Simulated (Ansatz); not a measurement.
The reference is GaN in the zinc blende structure (space group F-43m, No. 216; a = 4.498 Å).

Structures relaxed with r2SCAN (Ansatz, an electronic-structure program; PAW; 500 eV plane waves; without spin-orbit coupling), earlier PAW set.

Base:

Simulated powder pattern, Mo Kα, λ = 0.71073 Å (kinematic, ideal powder, no thermal factors, no anomalous dispersion; the 14 strongest lines at most, above 2 %, up to 2θ = 40°):

| 2θ (°) | I/Imax (%) | hkl |
|---|---|---|
| 15.73 | 100 | (111) |
| 18.18 | 34 | (200) |
| 25.82 | 48 | (220) |
| 30.38 | 44 | (311) |
| 31.77 | 9.3 | (222) |
| 36.84 | 6.9 | (400) |

Perturbation: the cell is scaled by 0.9710 in all directions; the atoms relax in the strained cell.

After the change:

Simulated powder pattern, Mo Kα, λ = 0.71073 Å (kinematic, ideal powder, no thermal factors, no anomalous dispersion; the 14 strongest lines at most, above 2 %, up to 2θ = 40°):

| 2θ (°) | I/Imax (%) | hkl |
|---|---|---|
| 16.20 | 100 | (111) |
| 18.73 | 34 | (200) |
| 26.61 | 47 | (220) |
| 31.31 | 43 | (311) |
| 32.74 | 9.0 | (222) |
| 37.99 | 6.7 | (400) |

The indices refer to the base's conventional cell; one index is shown for lines that coincide.

No phonon test of stability was made. This is not the structure that GaN has at room temperature and ambient pressure.
